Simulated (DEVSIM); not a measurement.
System: Mo/SiO2/n-Si capacitor, at 300 K.

| layer (left to right) | material | thickness (nm) | Nd (cm⁻³) |
|---|---|---|---|
| 1 | SiO2 | 9.40 | - |
| 2 | Si | 5000 | 1.3e16 |

Metal gate on the left, work function 4.6 eV. Fixed charge at the semiconductor interface 8.6e11 cm⁻² (in units of +e); interface traps 1.6e10 cm⁻² eV⁻¹, uniform in energy, neutral level at 0.5 of the gap above the valence band.

Constants are typed, rounded textbook-type inputs, not results; the design itself was drawn at random and stands for no fabricated device. Values at 300 K.

```csv
parameter,SiO2,Si
gap (eV),9,1.124
affinity (eV),0.9,4.05
permittivity,3.9,11.7
Nc (cm⁻³),-,2.86e19
Nv (cm⁻³),-,3.1e19
```

Model (solved in DEVSIM): 1D Poisson equation in equilibrium, Boltzmann statistics, complete ionisation; no quantum confinement or tunnelling. Metal contacts follow the ideal Schottky-Mott rule: no Fermi-level pinning, no interface dipoles.

Tabulate band edges, carrier densities and field at 1.4 V on the gate.

Energies count from the Fermi level of the right contact; mesh points crowd at the junctions.

| x (μm) | Ec (eV) | Ev (eV) | n (cm⁻³) | p (cm⁻³) | field (V/cm) |
|---|---|---|---|---|---|
| 0.000 | 2.300 | -6.700 | < 1e2 | < 1e2 | 910000 |
| 0.001378 | 2.426 | -6.574 | < 1e2 | < 1e2 | 910000 |
| 0.003838 | 2.650 | -6.350 | < 1e2 | < 1e2 | 910000 |
| 0.007092 | 2.946 | -6.054 | < 1e2 | < 1e2 | 910000 |
| 0.009240 | 3.142 | -5.858 | < 1e2 | < 1e2 | 910000 |
| 0.01060 | 0.041 | -1.083 | 5.8e18 | < 1e2 | 210000 |
| 0.01357 | 0.082 | -1.042 | 1.2e18 | < 1e2 | 94000 |
| 0.02455 | 0.137 | -0.987 | 1.4e17 | 810 | 28000 |
| 0.04630 | 0.172 | -0.952 | 3.7e16 | 3100 | 9200 |
| 0.09407 | 0.193 | -0.931 | 1.7e16 | 7000 | 1800 |
| 0.2085 | 0.199 | -0.925 | 1.3e16 | 8900 | 70 |
| 0.6004 | 0.199 | -0.925 | 1.3e16 | 8900 | ≈ 0 |
| 1.390 | 0.199 | -0.925 | 1.3e16 | 8900 | ≈ 0 |
| 2.970 | 0.199 | -0.925 | 1.3e16 | 8900 | ≈ 0 |
| 4.343 | 0.199 | -0.925 | 1.3e16 | 8900 | ≈ 0 |
| 4.725 | 0.199 | -0.925 | 1.3e16 | 8900 | ≈ 0 |
| 4.884 | 0.199 | -0.925 | 1.3e16 | 8900 | ≈ 0 |
| 4.956 | 0.199 | -0.925 | 1.3e16 | 8900 | ≈ 0 |
| 4.992 | 0.199 | -0.925 | 1.3e16 | 8900 | ≈ 0 |
| 5.003 | 0.199 | -0.925 | 1.3e16 | 8900 | ≈ 0 |
| 5.007 | 0.199 | -0.925 | 1.3e16 | 8900 | ≈ 0 |
| 5.009 | 0.199 | -0.925 | 1.3e16 | 8900 | ≈ 0 |
